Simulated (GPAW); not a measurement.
A self-consistent single point of Ta3Ru (Fm-3m, 4 atoms in the cell) with GPAW.

Level of theory: PBEsol, GPAW PAW datasets PBEsol (made by gpaw-setup) (plane waves; GPAW 25.7.0).

The change in words: lattice scaled by 0.98. Reference geometry:
```xyz
4
Lattice="0.0000 3.2482 3.2482 3.2482 0.0000 3.2482 3.2482 3.2482 0.0000" Properties=species:S:1:pos:R:3 pbc="T T T"
Ta     1.6241     1.6241     1.6241
Ta     4.8723     4.8723     4.8723
Ta     3.2482     3.2482     3.2482
Ru     0.0000     0.0000     0.0000
```

Reference input (self-consistent single point, DFT PBEsol, plane waves, GPAW PAW datasets PBEsol (made by gpaw-setup)): mode = pw; ecut = 600 eV; xc = PBEsol; kpts = 9 9 9; mesh shift (steps) = 0 0 0; occupations.name = fermi-dirac; occupations.width = 0.05 eV; nbands = -8; convergence.forces = 0.001 eV/Å; symmetry.symmorphic = false; symmetry.tolerance = 0.0005; maxiter = 150. This run's input differs from it in these lines:

```diff
@@ -5,5 +5,5 @@
 atoms = Atoms(['Ta', 'Ta', 'Ta', 'Ru'],
-              cell=[[0.000000, 3.248215, 3.248215],
-                    [3.248215, 0.000000, 3.248215],
-                    [3.248215, 3.248215, 0.000000]],
+              cell=[[0.000000, 3.183251, 3.183251],
+                    [3.183251, 0.000000, 3.183251],
+                    [3.183251, 3.183251, 0.000000]],
               scaled_positions=[[0.250000, 0.250000, 0.250000],
```

The program printed (abridged):

```
     iter     time        total  log10-change:
                         energy   eigst   dens  force
iter:   1 --:--:--   -45.883540
iter:   2 --:--:--   -44.479957   -1.06  -1.24
iter:   3 --:--:--   -43.488930   -0.99  -1.31
iter:   4 --:--:--   -43.184016   -1.72  -1.45
iter:   5 --:--:--   -43.253985   -0.92  -1.59
iter:   6 --:--:--   -43.246854   -1.92  -1.93
iter:   7 --:--:--   -43.021908   -1.88  -1.89
iter:   8 --:--:--   -43.037850   -3.58  -2.41
iter:   9 --:--:--   -43.020734c  -2.78  -2.37
iter:  10 --:--:--   -43.018638c  -3.30  -2.79
iter:  11 --:--:--   -43.018584c  -4.29  -3.46
iter:  12 --:--:--   -43.018548c  -5.19  -3.53
iter:  13 --:--:--   -43.018515c  -5.35  -3.48
iter:  14 --:--:--   -43.018543c  -5.37  -3.87
iter:  15 --:--:--   -43.018527c  -5.58  -3.93
iter:  16 --:--:--   -43.018522c  -6.52  -4.12c
iter:  17 --:--:--   -43.018521c  -6.68  -4.42c
iter:  18 --:--:--   -43.018521c  -7.48c -4.55c
iter:  19 --:--:--   -43.018521c  -7.98c -4.81c -16.35c
Converged after 19 iterations.

Dipole moment: (-0.000000, -0.000000, 0.000000) |e|*Ang

Energy contributions relative to reference atoms: (reference = -1395320.459673)

Kinetic:        +28.562736
Potential:      -31.930150
External:        +0.000000
XC:             -38.730329
Entropy (-ST):   -0.018916
Local:           -0.911320
SIC:             +0.000000
--------------------------
Free energy:    -43.027979
Extrapolated:   -43.018521

Showing only first 2 kpts
 Kpt  Band  Eigenvalues  Occupancy
  0    25     12.71365    1.91256
  0    26     12.71365    1.91256
  0    27     12.71365    1.91256
  0    28     13.89185    0.00000

  1    25     12.67225    1.96083
  1    26     12.74949    1.82878
  1    27     12.74949    1.82878
  1    28     13.75247    0.00000

Fermi level: 12.86791

No gap
No difference between direct/indirect transitions
Energy (eV): -43.018521

Forces in eV/Ang:
  0 Ta    0.00000   -0.00000   -0.00000
  1 Ta   -0.00000    0.00000    0.00000
  2 Ta    0.00000   -0.00000    0.00000
  3 Ru    0.00000   -0.00000    0.00000

Stress tensor:
    -0.021554    -0.000000    -0.000000
    -0.000000    -0.021554     0.000000
    -0.000000     0.000000    -0.021554
Stress (GPa, Voigt): [-3.4534 -3.4534 -3.4534  0.     -0.     -0.    ]
```

The run converged in 19 iterations. GPAW prints stress with tension positive. Against the reference run the free energy goes down by 23.1 meV/atom and the pressure goes from -10.25 to 3.45 GPa.

The starting cell comes from a database of computed structures (which also holds hypothetical and non-ambient phases and stackings), without a prior relaxation at this level. Its lattice was rescaled by a random factor within 2.5 % of one. For this run, on top of that: lattice scaled by 0.98. Spin polarisation is off. With a pressure of about 3 GPa the cell is away from its equilibrium volume at this level.

Cost on one core of a shared machine: roughly 60 s.
